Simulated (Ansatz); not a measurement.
CdSe (Fm-3m, No. 225, 2 atoms in the cell; start mp-1055; high-pressure phase) was calculated with r²SCAN (Ansatz, a program for electronic structure, PAW).

Run with plane-wave cutoff 560 eV, 16×16×16 k mesh, Fermi–Dirac smearing 0.05 eV, scalar-relativistic PAW data made under PBE.

Cell (relaxed at this level):

```yaml
crystal:
  lattice:
    - [0.00000, 2.84288, 2.84288]
    - [2.84288, 0.00000, 2.84288]
    - [2.84288, 2.84288, 0.00000]
  atoms:
    - { symbol: Cd, position: [0.00000, 0.00000, 0.00000] }
    - { symbol: Se, position: [0.50000, 0.50000, 0.50000] }
```

### Question
Estimate the band gap, smallest direct gap on the k points sampled and bulk modulus B0 that the calculation returns.

### Answer

band gap: 0.03 eV (under three smearing widths, so not firm)
smallest direct gap on the k points sampled: 1.53 eV
bulk modulus B0: 69.9 GPa

Note: the relaxation could not lower the start's symmetry, so the cell can be a saddle point above a distorted one; the bulk modulus is −V dP/dV from two relaxed cells at ±2 % in volume.

Spin–orbit coupling is not included; it can close the smallest gap of 0.03 eV.

Computed values are for the static lattice.

The result took around 110 core-seconds (rough).

A start named mp-… is a Materials Project structure, which need not be a measured phase.
